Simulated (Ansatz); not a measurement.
# How the bulk modulus B0 of SrScHO2 (model structure, started from the SrVO2H type, P4/mmm, No. 123, 5 atoms in the cell) moves with the method

No measured value is used here.

```
level (code)     value (GPa)  cell (Å³/atom)
---------------  -----------  --------------
LDA (Ansatz)             121           12.35
PBE (Ansatz)             103           13.23
PBEsol (Ansatz)            …           12.75
r²SCAN (Ansatz)          113           12.97
```

### Question
Complete the blanks.

### Answer

- PBEsol (Ansatz, a program for electronic structure), value (GPa): 111

LDA, PBE, PBEsol, r²SCAN: the bulk modulus is −V dP/dV from two relaxed cells at ±2 % in volume. Each level is taken at its own relaxed cell. Cutoffs differ between the levels. Ansatz's density-functional and Hartree–Fock values are scalar-relativistic unless marked +SOC, with PAW data made under PBE.

A model structure was made by putting elements into a prototype or built by hand; it is no filed structure, need not be a known phase, and can be a saddle point held by its symmetry.
